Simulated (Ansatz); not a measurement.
Functionals compared on the (311) surface of fcc Pb in its 1x1 cell, outermost plane spacing 1.52 Å in the ideal cut, in Ansatz (plane waves, PAW). The structure was relaxed with PBE; the other rows are single points on it, each with its references at the same level. Cutoff 420 eV (500 eV for r2SCAN).

Slab: 8 atoms, 10.6 Å thick at the start; k 11x7x1, smearing 0.1 eV, dipole-corrected; all atoms relaxed; held to the part of the start's symmetry that mesh and held atoms allow; no spin, no spin-orbit, no U. These notes are the PBE run's.

```csv
functional,surface energy (J/m²),work function of the top face (eV),rough cost of the single point
PBE,0.34,3.83,–
LDA,[?],[?],roughly 70 core-seconds
PBEsol,0.45,3.91,roughly 60 core-seconds
RPBE,0.25,3.69,about 60 core-seconds (a rough figure)
r2SCAN,0.36,3.91,about 2.6 core-minutes (a rough figure)
```

Q: What belongs in the gaps?

A: 
- LDA, surface energy (J/m²): 0.50
- LDA, work function of the top face (eV): 4.14

Ansatz is an electronic-structure program.
